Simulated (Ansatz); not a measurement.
AlCl₃ (C2/m, No. 12) was calculated with PBEsol in Ansatz (PAW).

Run with plane-wave cutoff 500 eV, 6×6×6 k mesh, gaussian smearing 0.02 eV, scalar-relativistic PAW data made under PBE.

Cell (relaxed at this level):

```
AlCl3
1.0
    5.13822     2.96687    -0.00638
    5.13822    -2.96687     0.00638
    0.00000    -1.91812    -6.34040
Al Cl
2 6
Cartesian
  8.56408   0.00000   0.00000
  1.71237   0.00000   0.00000
  5.13822   0.21785  -5.01535
  5.13822  -2.13597  -1.32504
  6.98447  -2.98132  -5.00971
  6.98447   1.06320  -1.33068
  3.29197   1.06320  -1.33068
  3.29197  -2.98132  -5.00971
```

### Question
Give the computed band gap.

### Answer

* **band gap**: 5.33 eV (on the SCF k mesh)

Note: the cell comes from a level without a dispersion term, which matters for the spacing of layers, chains or molecules; the volume lies 9 % above that of the published cell; the cell has widely spaced layers and the level no dispersion term, so their spacing and the moduli can rest on weak binding.

Computing time: around 5 core-minutes (rough).

Ansatz is a program for electronic structure.
